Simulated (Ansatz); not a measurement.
**Carrier properties of BaCd2P2 (P-3m1)**

Given:

```
BaCd2P2
1.0
    4.36816     0.00000     0.00000
   -2.18408     3.78294     0.00000
    0.00000     0.00000     7.46773
Ba Cd P
1 2 2
Direct
  0.00000   0.00000   0.00000
  0.66667   0.33333   0.36863
  0.33333   0.66667   0.63137
  0.66667   0.33333   0.73481
  0.33333   0.66667   0.26519
```

Computed with PBEsol, rigid bands (plane waves, PAW, scalar-relativistic; Ansatz, an electronic-structure program). Geometry: cell and atoms relaxed with PBEsol.

```yaml
band_gap: 0.77 eV
electron conductivity mass (300 K, dilute): 0.112 (x), 0.112 (y), 2.9 (z) mₑ
hole conductivity mass (300 K, dilute): 0.32 (x), 0.32 (y), 0.64 (z) mₑ
effective density of states N_c (300 K): 4.6e18 cm⁻³
effective density of states N_v (300 K): 1.8e19 cm⁻³
density_of_states_mass_electrons: 0.32 mₑ
density_of_states_mass_holes: 0.79 mₑ
Seebeck coefficient, n-type 1e19 cm⁻³, 300 K: -172 μV/K
Seebeck coefficient, p-type 1e19 cm⁻³, 300 K: 279 μV/K
best p-type power factor at 300 K for τ = 10 fs (best axis; densities from 1e16 to 1e21 cm⁻³ tried, whether or not they can be reached): 12.7 μW/(cm·K²) at 3e20 cm⁻³
```

Rigid bands; masses and Seebeck coefficients take one relaxation time τ for all states and one kind of carrier; polarons and phonon drag are left out. Spin-orbit coupling is left out; where it splits the top of the valence band, N_v and the p-type Seebeck coefficient come out somewhat high without it.

Computed structure with no diffraction record at hand here (it may be known, metastable or hypothetical): BaCd2P2 (P-3m1).
